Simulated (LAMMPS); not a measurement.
Fault surfaces of Ta (bcc) on several planes, rigid shifts with relaxation along the normal.

Model: machine-learned potential (static), pair style pod, file Ta_param.pod; code LAMMPS.

```
plane    largest on the first line  largest on the surface  first line along
-------  -------------------------  ----------------------  ----------------
(-1-12)                 1180 mJ/m²              3240 mJ/m²             [111]
(-110)                   979 mJ/m²              1540 mJ/m²             [111]
(-2-13)                 1160 mJ/m²                       -             [111]
(001)                   2130 mJ/m²              3800 mJ/m²             [100]
```
